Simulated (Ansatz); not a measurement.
Base system: ZnS in the zinc blende structure (space group F-43m, No. 216; a = 5.297 Å). Axes: x, y, z lie along the cube axes.

Level of theory: LDA (Ansatz, a quantum-chemistry and plane-wave program), no spin-orbit coupling.

One thing is altered: every lattice vector is stretched by 2.00 %; the atoms relax in the strained cell.

### Question
Predict the stress tensor and what it implies for the stiffness.

### Answer
Stress of the strained cell less that of the base (GPa, compression positive):
```
  -4.50    0.00    0.00
   0.00   -4.50    0.00
   0.00    0.00   -4.50
```

Then B = −ΔP/(ΔV/V₀) with ΔV/V₀ = 0.0612 gives secant stiffness values (nonlinear terms included at this strain): B ≈ 74 GPa.

As a check, the harmonic strain energy −½ V₀ Δσ:ε is 16 meV/atom; the computed energy rise is 17 meV/atom.

Stability against distortions was not tested.
